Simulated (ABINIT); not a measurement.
σxx against uniaxial strain in rock-salt SnTe (space group 225): C11 (ABINIT, LDA)

```
CELL_PARAMETERS angstrom
      0.00000     3.11693     3.11693
      3.07017     0.00000     3.11693
      3.07017     3.11693     0.00000
ATOMIC_POSITIONS crystal
  Sn 0.00000 0.00000 0.00000
  Te 0.50000 0.50000 0.50000
```

Computed with LDA (PW92), norm-conserving pseudopotentials (PseudoDojo nc-sr-04 LDA standard) (plane waves; ABINIT). Settings: pseudos = [Sn.upf, Te.upf]; ecut = 53 Ha; occopt = 3; tsmear = 0.01 eV; ngkpt = 10 10 10; nshiftk = 1; shiftk = 0 0 0; potentials = PseudoDojo nc-sr-04 LDA standard; nband = 21; kptopt = 1; nstep = 60; tolvrs = 1e-12. The cell above is the first row's. The rows stretch one cube axis (x) by the strain ε and hold the other two. Stress is positive in tension. In all rows fractional positions and the k mesh are held.

| ε (%) | σxx (GPa) |
|---|---|
| -1.5 | ? |
| -1.0 | -1.54 |
| -0.5 | -0.74 |
| 0.0 | 0.01 |
| 0.5 | 0.71 |
| 1.0 | 1.37 |
| 1.5 | 1.99 |
| 2.0 | 2.58 |

Fit σxx of the 7 rows that show it with a parabola. Least squares gives σxx = 0.004 + 1.4548·ε - 0.0848·ε². Residuals (row less fit): -0.004, 0.005, 0.006, 0.000, -0.004, -0.005, 0.006; standard error 0.006 (degrees of freedom: 4). The slope at ε = 0, 1.4548 GPa per cent, gives C11 ≈ 100 × 1.4548 = 145 GPa, for the static lattice.

Task: What does the fit predict for σxx at ε = -1.5, and how far is the calculated value from it?

Result: σxx = 0.004 + 1.4548 × (-1.5) - 0.0848 × (-1.5)² = -2.369 GPa. The calculation gives -2.39 GPa, 0.021 GPa below the prediction (0.4 % of the range of σxx in the table). The row lies outside the fitted rows, so this is an extrapolation. From the scatter of the fitted rows alone, a prediction at this place has a standard error of 0.011 GPa, so the miss is 1.8 times that.

Carrying the step between the two nearest rows on in a straight line would have given -2.34, off by 0.05; series whose last step already gives the withheld value aren't shown. The reference cell has the volume at which an earlier scan in this program and functional put its minimum by a fit. This is the room-temperature phase, which distorts on cooling and is held here by symmetry. The runs keep the symmetry of the cell, so they don't test it for distortions. The unstrained cell stands at a pressure of -0.01 GPa, and the constants belong to that pressure. By symmetry this strain leaves no force on the atoms; the largest in the rows is 0.000 eV/Å. The LDA file for Te was generated anew from PseudoDojo's inputs, some of which were changed. Spin-orbit coupling is off. Cutoffs and mesh are single choices, not tested for convergence of this quantity. Series with a scatter that would blur these digits, or in which a gap closes, are not shown. Strain series were run only where this level's volume lies within 10 % of a first guess from the measured size.
